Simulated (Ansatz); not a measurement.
Base system: BN in the wurtzite structure (space group P6_3mc, No. 186; a = 2.541 Å, c = 4.203 Å). Axes: x lies along a and z along c of the hexagonal cell.

The values are results of DFT with PBEsol, PAW potentials and a 420 eV plane-wave cutoff in Ansatz (an electronic-structure program), no spin-orbit coupling, not measurements.

For the base:

| Item | Result |
|---|---|
| Valence-band top at Γ | 0.00, 0.00, -0.28 eV |
| Band gap | 4.96 eV |

Perturbation: biaxial strain +0.60 %, plane normal [001], relaxed out of plane (Cartesian); in-plane vectors clamped, the third vector and the atoms free.

Problem. How does this affect the valence-band top at Γ?

Solution. The valence-band top at Γ (three highest levels, from the VBM) becomes 0.00, 0.00, -0.24 eV (base: 0.00, 0.00, -0.28 eV).

Problem. What does the calculation give for the band gap after the change?

Solution. The band gap goes up by 0.053 eV to 5.02 eV.

Stability against distortions was not tested.
